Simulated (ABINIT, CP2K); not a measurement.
A CP2K input for a self-consistent single point of CsGeI3 (Cm, 5 atoms in the cell) (DFT PBEsol, GPW, DZVP-MOLOPT-PBE-GTH basis, GTH-PBE potentials (POTENTIAL_UZH)):

```
&GLOBAL
  PROJECT csgei3
  RUN_TYPE ENERGY_FORCE
  PRINT_LEVEL MEDIUM
&END GLOBAL
&FORCE_EVAL
  METHOD Quickstep
  STRESS_TENSOR ANALYTICAL
  &DFT
    BASIS_SET_FILE_NAME BASIS_MOLOPT_UZH
    POTENTIAL_FILE_NAME POTENTIAL_UZH
    &QS
      METHOD GPW
      EPS_DEFAULT 1E-11
    &END QS
    &MGRID
      CUTOFF 500
      REL_CUTOFF 50
      NGRIDS 5
    &END MGRID
    &SCF
      SCF_GUESS ATOMIC
      EPS_SCF 1E-7
      MAX_SCF 100
      ADDED_MOS 7
      &DIAGONALIZATION
        ALGORITHM STANDARD
      &END DIAGONALIZATION
      &MIXING
        METHOD BROYDEN_MIXING
        ALPHA 0.4
        NBUFFER 12
        BETA 1
      &END MIXING
      &SMEAR ON
        METHOD FERMI_DIRAC
        ELECTRONIC_TEMPERATURE [K] 580.23
      &END SMEAR
    &END SCF
    &KPOINTS
      SCHEME MONKHORST-PACK 3 3 3
    &END KPOINTS
    &XC
      &XC_FUNCTIONAL
        &PBE
          PARAMETRIZATION PBESOL
        &END PBE
      &END XC_FUNCTIONAL
    &END XC
    &PRINT
      &MO
        EIGENVALUES T
        OCCUPATION_NUMBERS T
        NDIGITS 8
        FILENAME mo
        &EACH
          QS_SCF 0
        &END EACH
        ADD_LAST NUMERIC
      &END MO
      &MULLIKEN ON
      &END MULLIKEN
    &END PRINT
  &END DFT
  &SUBSYS
    &CELL
      ABC 6.25770700 6.25770725 5.98862974
      ALPHA_BETA_GAMMA 91.42316205 91.42316720 92.31433157
      PERIODIC XYZ
    &END CELL
    &COORD
      SCALED
      Cs       0.08465000     0.08465000     0.41624000
      Ge       0.62905000     0.62905000     0.88353000
      I        0.57020000     0.57020000     0.40799000
      I        0.07120000     0.62090000     0.90212000
      I        0.62090000     0.07120000     0.90212000
    &END COORD
    &KIND Cs
      BASIS_SET DZVP-MOLOPT-PBE-GTH-q9
      POTENTIAL GTH-PBE-q9
    &END KIND
    &KIND Ge
      BASIS_SET DZVP-MOLOPT-PBE-GTH-q4
      POTENTIAL GTH-PBE-q4
    &END KIND
    &KIND I
      BASIS_SET DZVP-MOLOPT-PBE-GTH-q7
      POTENTIAL GTH-PBE-q7
    &END KIND
  &END SUBSYS
  &PRINT
    &FORCES ON
    &END FORCES
    &STRESS_TENSOR ON
    &END STRESS_TENSOR
  &END PRINT
&END FORCE_EVAL
```

Problem. Translate this input to ABINIT.

Solution. This is the input that was run; spellings and numerical settings could be chosen otherwise.

```
# CsGeI3, PseudoDojo nc-sr-04 PBEsol standard
pp_dirpath "./"
pseudos "Cs.upf, Ge.upf, I.upf"
acell 11.8253533288 11.8253533288 11.3168700565
rprim
         0.6926825847   -0.7212425645    0.0000000000
         0.6926825847    0.7212425645    0.0000000000
        -0.0358552807    0.0000000000    0.9993569927
natom 5
ntypat 3
znucl 55 32 53
typat 1 2 3 3 3
xcart
         1.2178754025    0.0000000000    4.7075050846
         9.9468596650    0.0000000000    9.9923649033
         9.1757131585    0.0000000000    4.6142009404
         5.3030879785    4.6883628043   10.2026102414
         5.3030879785   -4.6883628043   10.2026102414
ecut 39
ixc -116133
occopt 3
tsmear 0.05 eV
nband 29
kptopt 1
ngkpt 3 3 3
nshiftk 1
shiftk 0 0 0
nstep 80
tolvrs 1.0e-12
prtwf 0
prtden 0
```

Basis, cutoffs, solver keys and any potentials are the target program's own. This input uses DFT, PBEsol, plane waves, norm-conserving pseudopotentials (PseudoDojo nc-sr-04 PBEsol standard).

The starting cell comes from a database of computed structures (which also holds hypothetical and non-ambient phases and stackings), without a prior relaxation at this level.
